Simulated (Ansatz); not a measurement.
Reference: BeTe (F-43m), PBEsol with spin-orbit coupling, rigid bands (plane waves, PAW; Ansatz, a program for electronic structure); axes and stresses refer to this cell.

```yaml
crystal:
  lattice:
    - [0.00000, 2.80237, 2.80237]
    - [2.80237, 0.00000, 2.80237]
    - [2.80237, 2.80237, 0.00000]
  atoms:
    - { symbol: Be, position: [0.00000, 0.00000, 0.00000] }
    - { symbol: Te, position: [0.75000, 0.75000, 0.75000] }
```

hole conductivity mass: 0.38 mₑ
electron conductivity mass: 0.36 mₑ
band gap: 1.54 eV

Problem. After one change the values are hole conductivity mass 0.35 mₑ; electron conductivity mass 0.34 mₑ; band gap 1.35 eV. What was changed between the two runs?
(A) biaxial stress xx = yy = -1 GPa (compression positive)
(B) hydrostatic pressure 5 GPa
(C) hydrostatic pressure -2 GPa

Solution. B, hydrostatic pressure 5 GPa

Masses are for dilute carriers at 300 K, harmonic means over directions unless an axis is named. Stresses and pressures are the targets of the relaxation.  The structure type is held under load, also where the real crystal would transform.
